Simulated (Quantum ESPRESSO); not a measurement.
Troubleshooting Quantum ESPRESSO: a failed run on Ca (Fm-3m, 1 atom in the cell). The aim is a zone-centre phonon calculation with DFT, PBE, plane waves, GBRV 1.5 ultrasoft (PBE) pseudopotentials.

The self-consistent step had converged with these keywords: prefix = run; ecutwfc = 40 Ry; ecutrho = 200 Ry; occupations = smearing; smearing = cold; degauss = 0.0036749 Ry; potentials = {Ca: ca_pbe_v1.uspp.F.UPF}; K_POINTS = automatic 8 8 8 0 0 0; conv_thr = 1e-10 Ry. The next shown step is ph.x.

Input as run:

```fortran
phonons at the zone centre
&INPUTPH
 prefix = 'run',
 outdir = './tmp',
 tr2_ph = 1.0d-14,
 fildyn = 'dyn.G',
 epsil = .true.,
/
0.0 0.0 0.0
```

Log, with long lists cut:

```
     Reading xml data from directory:

     ./tmp/run.save/

     G-vector sticks info
     --------------------
     sticks:   dense  smooth     PW     G-vecs:    dense   smooth      PW
     Sum         805     649    199                14841    10777    1837

     Reading collected, re-writing distributed wavefunctions in ./tmp/

 %%%%%%%%%%%%%%%%%%%%%%%%%%%%%%%%%%%%%%%%%%%%%%%%%%%%%%%%%%%%%%%%%%%%%%%%%%%%%%
     Error in routine phq_readin (1):
     no elec. field with metals
 %%%%%%%%%%%%%%%%%%%%%%%%%%%%%%%%%%%%%%%%%%%%%%%%%%%%%%%%%%%%%%%%%%%%%%%%%%%%%%

     stopping ...
```

Read the log: what does the program object to, and what is the fix?

The fault is the dielectric response asked with smeared occupations. The response to a homogeneous field is defined for insulators with fixed occupations. To fix it, drop the request, or use fixed occupations in an insulator. The program stopped in the step ph.x before computing anything there.

On the sound input: the starting cell comes from a database of computed structures (which also holds hypothetical and non-ambient phases and stackings), without a prior relaxation at this level. Its lattice was rescaled by a random factor within 2.5 % of one.
